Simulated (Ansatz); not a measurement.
Structures of equal composition on the (111) surface of fcc Ni, ferromagnetic: one row in 4 of the top plane missing; p(2x2), one Ni site of the top plane empty. The slabs share one bottom face, and each structure is named by its start. These are constructed structures in small cells; real faces may alloy, dewet or reconstruct in larger ones, and not all known structures of the face are among them. Slabs of about 10 Å with all that they carry, Fermi-Dirac smearing of 0.1 eV. Bottom of the slabs: a bare face, its two planes held. Relaxed from the named starts with such symmetry as they have, on meshes of like density; energies extrapolated to zero smearing; no spin-orbit coupling, no U. Spin-polarised runs, if any, are marked in brackets, and their order is one that fits the cell; the others ran without spin. Where a second, spin-polarised start was run, the lower counts. The cells differ, so small differences also carry the error of unlike k-meshes.

These are PBE (plane waves to 420 eV, PAW; Ansatz, an electronic-structure program) values and carry that method's errors.

Question: Put the candidates in order of energy per 1x1 cell, lowest first, for PBE.

Answer: one row in 4 of the top plane missing (0.00 eV [spin, 15.2 μB a cell]), p(2x2), one Ni site of the top plane empty (0.08 eV [spin, 15.3 μB a cell])
